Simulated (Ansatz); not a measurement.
S on the 1x1 (101) surface of tetragonal HfO2 (a metastable polymorph) (cut with top plane O), one in a 1x1 cell, started at the site 'over O at depth 1.5 Å'

Host crystal: tetragonal HfO2, with a band gap (PBE, scalar-relativistic without spin-orbit coupling).

The numbers are results of PBE (plane waves to 420 eV, PAW; Ansatz, a program for electronic structure), not measurements.

Set-up: 19 atoms, 7.6 Å thick at the start under the adsorbate (thin: gaps and levels are the slab's own); mesh 6x3x1; 0.01 eV smearing; dipole correction on; 8 atoms held, the rest relaxed; start symmetry kept, larger cells not searched; spin-polarised, no spin-orbit, no U, no dispersion correction. The starting moment vanished. At the end it is bonded to 2 Hf + O. In PBE it is, or lies within 0.03 eV of, the lowest of the starts that converged.

- energy of the end state, in which the adsorbate paired with a surface O atom, against ⅛ S8(g) = 0.85 eV
- change of the step from the bottom to the top vacuum level, against the clean slab = -0.097 eV
- energy released by relaxation = 2.19 eV
- height of the binding atom over the mean of the host atoms within 0.3 Å of the top one = 1.194 Å
- magnetic moment of the cell = 0.00 μB
- largest move of a host atom = 0.28 Å
- caution = the clean host was not checked against rearrangement in a larger or rattled cell
- note = in the relaxation the adsorbate left its starting site by 1.1 Å
- cost = about 70 core-minutes (a rough figure)

A negative adsorption energy means that the adsorbate is more stable on the surface than in its reference.
